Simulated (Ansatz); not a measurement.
AlB2-type TiB2

Calculation: B3LYP (VWN-RPA form) (plane waves, PAW; Ansatz, a first-principles code).

Settings: plane-wave cutoff 460 eV, 12×12×8 k mesh (along the axes of the cell as run), Fermi–Dirac smearing 0.05 eV, no spin polarisation, scalar-relativistic PAW data made under PBE.

Cell (relaxed at this level):

```cif
data_B2Ti
_chemical_formula_sum 'Ti1 B2'
_space_group_name_H-M_alt 'P6/mmm'
_space_group_IT_number 191
_space_group_name_Hall '-P 6 2'
_cell_length_a 3.01959
_cell_length_b 3.01959
_cell_length_c 3.25706
_cell_angle_alpha 90.000
_cell_angle_beta 90.000
_cell_angle_gamma 120.000
loop_
_atom_site_label
_atom_site_type_symbol
_atom_site_symmetry_multiplicity
_atom_site_Wyckoff_symbol
_atom_site_fract_x
_atom_site_fract_y
_atom_site_fract_z
_atom_site_occupancy
Ti1 Ti 1 a 0.00000 0.00000 0.00000 1
B1 B 2 d 0.33333 0.66667 0.50000 1
```

For AlB2-type TiB2, the lattice parameter a comes out as 3.020 Å and the lattice parameter c is 3.257 Å.

Measured, for comparison: lattice constant a 3.029 Å, lattice parameter c 3.229 Å (293 K, no zero-point or thermal correction; as tabulated in R. G. Munro, J. Res. NIST 105, 709 (2000), Material Properties of Titanium …). Computed (rounded) less measured: lattice constant a -0.3 %, lattice parameter c +0.9 %.

Note: the run has no spin polarisation, so it can have missed a magnetic state.

The computed numbers hold no vibrational or temperature effects.

The result took around 50 core-minutes (rough).
